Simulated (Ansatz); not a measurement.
We consider CsCl-type NiAl, described by PBEsol-D3(BJ) in Ansatz (PAW).

Run with plane-wave cutoff 520 eV, 20×20×20 k mesh, Fermi–Dirac smearing 0.05 eV, no spin polarisation, scalar-relativistic PAW data made under PBE.

A third-order Birch–Murnaghan fit to the energies gives V0 = 11.347 Å³/atom, B0 = 186 GPa, B′ = 4.4.

```
V (Å³/atom)  P (GPa)
-----------  -------
10.666           ___
10.893          8.31
11.120          3.94
11.347          0.01
11.574           ___
11.801         -6.69
12.027         -9.53
```

Problem. Estimate the withheld pressures from this fit; the answers are the runs' own values.

Solution. 
- 10.666, P (GPa): 13.18
- 11.574, P (GPa): -3.52

The formula P = (3/2) B0 (x^(7/3) − x^(5/3)) [1 + (3/4)(B′ − 4)(x^(2/3) − 1)] with x = V0/V meets the computed pressures within 0.02 GPa when these rounded values are put in.

Measured, for comparison: bulk modulus 156 GPa (room temperature, no zero-point or thermal correction; as tabulated in Yamada et al. (2019), arXiv:1910.09660); equilibrium volume per atom 11.97 Å³/atom (extrapolated to 0 K, zero-point anharmonic expansion removed (Haas, Tran, Blaha 2009); as tabulated in Levämäki et al. (2014), arXiv:1402.3671). Computed (rounded) less measured: bulk modulus +19 %, equilibrium volume per atom -5.2 %.

Static lattice: no zero-point or thermal effects.

Ansatz is a first-principles code.
